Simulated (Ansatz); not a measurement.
N on the 1x1 (101) surface of tetragonal HfO2 (a metastable polymorph) (cut with top plane O), one in a 1x1 cell, energies for each (23.0 Å²). Energies are against ½ N2(g), without zero-point or thermal terms; each row is named by its start (#2, #3: further inequivalent places of a kind).

Host crystal: tetragonal HfO2, with a band gap (PBE, scalar-relativistic without spin-orbit coupling).

Method: PBE (plane waves to 420 eV, PAW; Ansatz, a program for electronic structure).

Set-up: 19 atoms, 7.6 Å thick at the start under the adsorbate (thin: gaps and levels are the slab's own); mesh 6x3x1; 0.01 eV smearing; dipole correction on; 8 atoms held, the rest relaxed; each run with such symmetry as its start has; spin-polarised, no spin-orbit, no U, no dispersion correction.

A negative adsorption energy means that the adsorbate is more stable on the surface than in its reference. Starts that drift may end in the same place. Heights count from the host atoms within 0.3 Å of the top one.

```csv
starting site,E_ads (eV),height (Å),nearest host atom (Å),bonded to,change of the vacuum step (eV),lateral drift (Å),moment (μB)
top O (the adsorbate paired with a surface O atom),3.63,0.60,O 1.40,Hf + O,1.61,0.7,1.0
top O #2 (the adsorbate paired with a surface O atom),3.68,0.86,O 1.42,Hf + O,1.70,1.1,1.0
top Hf,5.20,1.95,Hf 2.63,Hf,0.05,0.2,3.0
over Hf at depth 1.0 Å,5.10,1.66,Hf 2.49,Hf,0.02,0.2,3.0
over O at depth 1.5 Å (the adsorbate is not bonded to the surface),5.25,2.15,O 3.07,none within bonding distance,0.12,0.2,3.0
hollow beside Hf,5.20,1.97,Hf 2.64,Hf,0.05,1.2,3.0
hollow Hf-Hf-O-O-O over O at depth 1.8 Å (the adsorbate is not bonded to the surface),5.26,2.71,O 3.28,none within bonding distance,0.24,0.0,3.0
bridge Hf-O (span 2.0 Å),5.20,1.96,Hf 2.64,Hf,0.04,0.9,3.0
bridge O-O (span 4.0 Å),5.10,1.66,Hf 2.48,Hf,0.02,1.0,3.0
```
